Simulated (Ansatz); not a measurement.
Results of r²SCAN+SOC (Ansatz, a program for electronic structure, plane waves, PAW) for C11b WSi₂.

Run with plane-wave cutoff 560 eV, 24×24×24 k mesh, Fermi–Dirac smearing 0.05 eV, PAW data made under PBE.

Cell (relaxed at this level):

```
CELL_PARAMETERS angstrom
     -1.60561     1.60561     3.90071
      1.60561    -1.60561     3.90071
      1.60561     1.60561    -3.90071
ATOMIC_POSITIONS crystal
  Si 0.66521 0.66521 0.00000
  Si 0.33479 0.33479 0.00000
  W  0.00000 0.00000 0.00000
```

**Question.** Estimate the bulk modulus and pressure derivative B′ of the bulk modulus that the calculation returns.

**Answer.** 
- bulk modulus: 232 GPa
- pressure derivative B′ of the bulk modulus: 4.4

The run finds no gap.

Note: the bulk modulus comes from volumes at which shape and atoms were relaxed.
